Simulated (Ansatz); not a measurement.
Electronic density of states of amorphous B$_{18}$Li$_{24}$O$_{39}$, density 1.94 g/cm³, on a 2×2×2 Γ-centred mesh with a Gaussian width of 0.1 eV; energies count from the Fermi level, whose place inside the gap is arbitrary. Cell and mesh are small, so fine structure isn't converged. Level of theory: PBE, scalar-relativistic without spin-orbit coupling (plane waves to 420 eV, PAW; Ansatz, a first-principles code). Sampling: a 2×2×2 Γ-centred mesh; Fermi-Dirac width 0.02 eV; no spin polarisation. At PBE the levels at the filled edge of the gap are localised (band-tail or defect states), and the nearest spread-out levels lie 5.2 eV apart at the zone centre.

Preparation: random packing, a CHGNet melt and quench, and a DFT relaxation. O atoms were pushed apart under 1.9 Å during the dynamics, to hinder bonds among them. The hot cell started wider than the set density and was brought back towards it in steps. It is the lowest in DFT energy of 2 quenches. It is a model cell: composition and starting density were chosen by hand, and all elements were melted together. No dispersion term was used. Its density started from a set value of 1.96 and ended at 1.94 g/cm³. The simulated quench (nominally 260 K/ps over its main leg) is rapid and tends to freeze in more defects than a deposited or slowly cooled glass has. A cell of this size samples the disorder only roughly. Volume and shape were free in the relaxation.

```tsv
E - EF (eV)	states/(eV atom)
-12.00	0.00
-11.90	0.00
-11.80	0.00
-11.70	0.00
-11.60	0.05
-11.50	0.16
-11.40	0.17
-11.30	0.09
-11.20	0.02
-11.10	0.03
-11.00	0.11
-10.90	0.13
-10.80	0.14
-10.70	0.09
-10.60	0.09
-10.50	0.22
-10.40	0.16
-10.30	0.03
-10.20	0.06
-10.10	0.17
-10.00	0.26
-9.90	0.20
-9.80	0.06
-9.70	0.11
-9.60	0.15
-9.50	0.15
-9.40	0.10
-9.30	0.13
-9.20	0.13
-9.10	0.13
-9.00	0.06
-8.90	0.10
-8.80	0.21
-8.70	0.15
-8.60	0.04
-8.50	0.08
-8.40	0.12
-8.30	0.04
-8.20	0.00
-8.10	0.03
-8.00	0.10
-7.90	0.11
-7.80	0.19
-7.70	0.35
-7.60	0.41
-7.50	0.38
-7.40	0.40
-7.30	0.43
-7.20	0.37
-7.10	0.39
-7.00	0.39
-6.90	0.32
-6.80	0.32
-6.70	0.45
-6.60	0.52
-6.50	0.49
-6.40	0.50
-6.30	0.48
-6.20	0.44
-6.10	0.37
-6.00	0.41
-5.90	0.47
-5.80	0.43
-5.70	0.39
-5.60	0.36
-5.50	0.37
-5.40	0.39
-5.30	0.36
-5.20	0.37
-5.10	0.34
-5.00	0.23
-4.90	0.20
-4.80	0.30
-4.70	0.39
-4.60	0.43
-4.50	0.46
-4.40	0.54
-4.30	0.57
-4.20	0.51
-4.10	0.51
-4.00	0.58
-3.90	0.61
-3.80	0.63
-3.70	0.68
-3.60	0.78
-3.50	0.79
-3.40	0.71
-3.30	0.68
-3.20	0.70
-3.10	0.69
-3.00	0.58
-2.90	0.40
-2.80	0.24
-2.70	0.21
-2.60	0.26
-2.50	0.23
-2.40	0.28
-2.30	0.26
-2.20	0.10
-2.10	0.01
-2.00	0.00
-1.90	0.00
-1.80	0.00
-1.70	0.00
-1.60	0.00
-1.50	0.00
-1.40	0.00
-1.30	0.00
-1.20	0.00
-1.10	0.00
-1.00	0.00
-0.90	0.00
-0.80	0.00
-0.70	0.00
-0.60	0.00
-0.50	0.00
-0.40	0.00
-0.30	0.00
-0.20	0.00
-0.10	0.00
0.00	0.00
0.10	0.00
0.20	0.00
0.30	0.00
0.40	0.00
0.50	0.00
0.60	0.00
0.70	0.00
0.80	0.00
0.90	0.00
1.00	0.00
1.10	0.00
1.20	0.00
1.30	0.00
1.40	0.00
1.50	0.00
1.60	0.00
1.70	0.00
1.80	0.00
1.90	0.00
2.00	0.00
2.10	0.00
2.20	0.02
2.30	0.01
2.40	0.00
2.50	0.01
2.60	0.05
2.70	0.05
2.80	0.08
2.90	0.09
3.00	0.07
3.10	0.08
3.20	0.10
3.30	0.16
3.40	0.16
3.50	0.17
3.60	0.21
3.70	0.29
3.80	0.27
3.90	0.29
4.00	0.32
4.10	0.28
4.20	0.28
4.30	0.32
4.40	0.29
4.50	0.22
4.60	0.28
4.70	0.33
4.80	0.34
4.90	0.33
5.00	0.27
5.10	0.25
5.20	0.29
5.30	0.27
5.40	0.27
5.50	0.29
5.60	0.24
5.70	0.20
5.80	0.21
```

The level gap on this mesh is 4.48 eV; the broadening fills part of it in the curve.
